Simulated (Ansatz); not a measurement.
# Pressure series in hypothetical anti-perovskite Mn3SiN

Start from Mn3SiN in the anti-perovskite structure (space group Pm-3m, No. 221; ferromagnetic; a hypothetical phase, not in the database extracts checked).

```
CELL_PARAMETERS angstrom
      3.67680     0.00000     0.00000
      0.00000     3.67680     0.00000
      0.00000     0.00000     3.67680
ATOMIC_POSITIONS crystal
  Mn 0.00000 0.50000 0.50000
  Mn 0.50000 0.00000 0.50000
  Mn 0.50000 0.50000 0.00000
  Si 0.00000 0.00000 0.00000
  N  0.50000 0.50000 0.50000
```

Cell and atoms are relaxed at each pressure.

The values are results of PBEsol/PAW in Ansatz (a first-principles code), spin-orbit coupling left out, not measurements.

Notes on the quantities. enthalpy: H = E + PV relative to the base's energy.

| variant | largest site moment | lattice parameter a | enthalpy |
|---|---|---|---|
| base | 0.56 μB | 3.677 Å | – |
| pressure −2 GPa | 0.57 μB | 3.686 Å | -0.12 eV/atom |
| pressure −1 GPa | 0.56 μB | 3.681 Å | -0.06 eV/atom |
| pressure 0.3 GPa | 0.55 μB | 3.676 Å | +0.02 eV/atom |
| pressure 0.7 GPa | 0.55 μB | 3.674 Å | +0.04 eV/atom |
| pressure 1.5 GPa | 0.55 μB | 3.670 Å | +0.09 eV/atom |
| pressure 3 GPa | 0.54 μB | 3.664 Å | +0.19 eV/atom |
| pressure 5 GPa | 0.53 μB | 3.656 Å | +0.31 eV/atom |
| pressure 7.5 GPa | 0.52 μB | 3.646 Å | +0.46 eV/atom |
| pressure 10 GPa | 0.51 μB | 3.637 Å | +0.61 eV/atom |

Other magnetic orders, which the real material may have, were not ruled out. Load acts through the strain it causes; cell and atoms are relaxed under it. Stability against distortions was not tested. Competing high-pressure phases were not computed.
